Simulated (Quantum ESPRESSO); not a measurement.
Worked example: self-consistent single point of TaC (Fm-3m, 2 atoms in the cell) in Quantum ESPRESSO.

Level of theory: PBE, PseudoDojo standard norm-conserving (PBE) pseudopotentials (plane waves; Quantum ESPRESSO 7.5).

```xyz
2
Lattice="-2.2270 0.0000 2.2270 0.0000 2.2270 2.2270 -2.2270 2.2270 0.0000" Properties=species:S:1:pos:R:3 pbc="T T T"
Ta     0.0000     0.0000     0.0000
C     -2.2270     2.2270     2.2270
```

Reference input (self-consistent single point, DFT, PBE, plane waves, PseudoDojo standard norm-conserving (PBE) pseudopotentials): ecutwfc = 85 Ry; occupations = smearing; smearing = gaussian; degauss = 0.0073499 Ry; potentials = {Ta: Ta.upf, C: C.upf}; K_POINTS = automatic 9 9 9 0 0 0; conv_thr = 1e-11 Ry; mixing_beta = 0.3. This run's input differs from it in these lines:

```diff
@@ -16,3 +16,3 @@
  smearing = 'gaussian',
- degauss = 0.0073499,
+ degauss = 0.036749,
 /
```

Output, abridged:

```
     Self-consistent Calculation

     iteration #  1     ecut=    85.00 Ry     beta= 0.30

     total energy              =    -142.25047462 Ry
     estimated scf accuracy    <       0.56923314 Ry

     iteration #  2     ecut=    85.00 Ry     beta= 0.30

     total energy              =    -142.34358035 Ry
     estimated scf accuracy    <       0.00773438 Ry

     iteration #  3     ecut=    85.00 Ry     beta= 0.30

     total energy              =    -142.34517416 Ry
     estimated scf accuracy    <       0.00284299 Ry

   [... 11 blocks of this kind left out ...]

     iteration # 15     ecut=    85.00 Ry     beta= 0.30

     total energy              =    -142.34539172 Ry
     estimated scf accuracy    <          1.3E-11 Ry

     iteration # 16     ecut=    85.00 Ry     beta= 0.30
     End of self-consistent calculation

     the Fermi energy is    19.8843 ev

!    total energy              =    -142.34539172 Ry
     estimated scf accuracy    <          1.6E-13 Ry
     smearing contrib. (-TS)   =      -0.00582067 Ry
     internal energy E=F+TS    =    -142.33957104 Ry

     convergence has been achieved in  16 iterations

     Forces acting on atoms (cartesian axes, Ry/au):

     atom    1 type  1   force =     0.00000000    0.00000000    0.00000000
     atom    2 type  2   force =     0.00000000    0.00000000    0.00000000

     Total force =     0.000000     Total SCF correction =     0.000000

          total   stress  (Ry/bohr**3)                   (kbar)     P=       49.77
   0.00033834   0.00000000   0.00000000           49.77        0.00        0.00
   0.00000000   0.00033834   0.00000000            0.00       49.77        0.00
   0.00000000   0.00000000   0.00033834            0.00        0.00       49.77

   JOB DONE.
```

The run converged in 16 iterations. Against the reference run the free energy falls by 24.4 meV/atom and the pressure goes from 4.87 to 4.98 GPa.

The starting cell comes from a database of published, mostly measured structures (it also holds non-ambient and calculated ones), without a prior relaxation at this level. Spin polarisation is off. With a pressure of about 5 GPa the cell is away from its equilibrium volume at this level.
